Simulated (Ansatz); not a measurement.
Inside the gap of an insulator the Bloch states are evanescent, with a wavenumber k + iκ along the transport direction.

Data:

```
CELL_PARAMETERS angstrom
      3.08864     0.00000     0.00000
     -1.54432     2.67484     0.00000
      1.54432    -0.89161     2.52186
ATOMIC_POSITIONS crystal
  Al 0.00000 0.00000 0.00000
  N  0.75000 0.25000 0.75000
```

The cell is taken as given.

Transport runs along the normal of the first two printed cell vectors, the (111) plane of the conventional cell.

The gap is the functional's own, uncorrected, and κ follows it; spin-orbit coupling is left out. Mid-gap means the computed energy nearest the middle.

Q: Predict the band gap and the smallest decay constant κ at mid-gap from r2SCAN (Ansatz, a program for electronic structure).

A: Gap 3.94 eV on a 12×12×12 mesh; κ = 0.282 1/Å, at the zone centre.
